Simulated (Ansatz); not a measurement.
**Short convergence ladders for a (001) slab of HfAu (cut from a parent of space group no. 129; 8 atoms in the cell)**

```yaml
crystal:
  lattice:
    - [3.46644, 0.00000, 0.00000]
    - [0.00000, 3.46644, 0.00000]
    - [0.00000, 0.00000, 24.71098]
  atoms:
    - { symbol: Hf, position: [0.00000, 0.50000, 0.46223] }
    - { symbol: Hf, position: [0.50000, 0.00000, 0.28327] }
    - { symbol: Au, position: [0.00000, 0.50000, 0.34003] }
    - { symbol: Au, position: [0.50000, 0.00000, 0.40547] }
    - { symbol: Hf, position: [0.00000, 0.50000, 0.71672] }
    - { symbol: Hf, position: [0.50000, 0.00000, 0.53777] }
    - { symbol: Au, position: [0.00000, 0.50000, 0.59453] }
    - { symbol: Au, position: [0.50000, 0.00000, 0.65997] }
```

Base method: LDA (PW92), default PAW files made with PBE (plane waves; Ansatz, a program for electronic structure).

Base settings: basis.ecutwfc = 420 eV; kpoints.mp_grid.grid = 7 7 1; hamiltonian.xc = lda; hamiltonian.pseudopotentials = {kind: paw} (the program's default PAW files); scf.occupations.method = fermi_dirac; scf.occupations.width = 0.1 eV.

The count of work is k-points × plane waves × bands × iterations; it is no time. Core times come from one kind of shared machine, to one figure; runs under 30 s give none.

**The k-point mesh**

Only quantities that move along the ladder and can be compared are tabulated.

| kpoints.mp_grid.grid | free energy less the last step's (meV/atom) | largest difference of a force vector from the last step's (eV/Å) | count of work / last | core time / last (rough) |
|---|---|---|---|---|
| 2 2 1 | 11.97 | 0.134 | 0.040 | – |
| 3 3 1 | 50.43 | 0.498 | 0.040 | – |
| 4 4 1 | 6.13 | 0.170 | 0.066 | – |
| 5 5 1 | -3.93 | 0.106 | 0.073 | – |
| 6 6 1 | 1.80 | 0.028 | 0.12 | – |
| 7 7 1 | 0.89 | 0.038 | 0.11 | – |
| 8 8 1 | 0.31 | 0.020 | 0.16 | – |
| 10 10 1 | -0.12 | 0.012 | 0.23 | 0.2 |
| 11 11 1 | 0.24 | 0.004 | 0.23 | 0.2 |
| 13 13 1 | -0.04 | 0.003 | 0.31 | 0.3 |
| 15 15 1 | 0.02 | 0.000 | 0.40 | 0.4 |
| 18 18 1 | 0.01 | 0.001 | 0.60 | 0.6 |
| 21 21 1 | 0.00 | 0.000 | 0.73 | 0.7 |
| 24 24 1 | 0.00 | 0.000 | 1.0 | 1 |

Coarsest kpoints.mp_grid.grid that holds the free energy within 0.5 meV/atom of the last step, with all finer ones: 8 8 1, at 0.16 of the last step's count of work; the step before is off by 0.89 meV/atom.

Coarsest kpoints.mp_grid.grid that holds the forces within 0.005 eV/Å of the last step, with all finer ones: 11 11 1, at 0.23 of the last step's count of work and about 0.2 of the last step's time; the step before is off by 0.012 eV/Å.

**The depth of the slab**

On the (001) slab of HfAu (cut from a parent of space group no. 129; 4 atoms in the cell), and deeper slabs.

Surface energy = (E_slab − N e_bulk)/2A, with e_bulk from the bulk crystal on its finest mesh (330 k-points); errors per atom of slab and bulk, whose meshes differ, grow with N. The bulk cell stands at -4.7 GPa at this level, so the slab is strained in the plane.

The mesh stays at the base's, so the ladder's end is converged at best in this setting alone.

Only quantities that move along the ladder and can be compared are tabulated.

```tsv
atoms	unrelaxed surface energy (J/m²)	count of work / last	core time / last (rough)
4	2.861	0.076	–
8	2.724	0.20	–
12	2.717	0.43	0.3
16	2.718	0.68	0.6
20	2.715	1.0	1
```

Smallest size that holds the unrelaxed surface energy within 0.1 J/m² of the last step, with all finer ones: 8, at 0.20 of the last step's count of work; the step before is off by 0.15 J/m².

On the base run: the starting cell comes from a database of computed structures (which also holds hypothetical and non-ambient phases and stackings), without a prior relaxation at this level. The slab is cut from that crystal, and its faces are unrelaxed. Its lattice was rescaled by up to half a per cent. In the base run, forces exceed 1 eV/Å.

Keys are those of Ansatz 0.2.
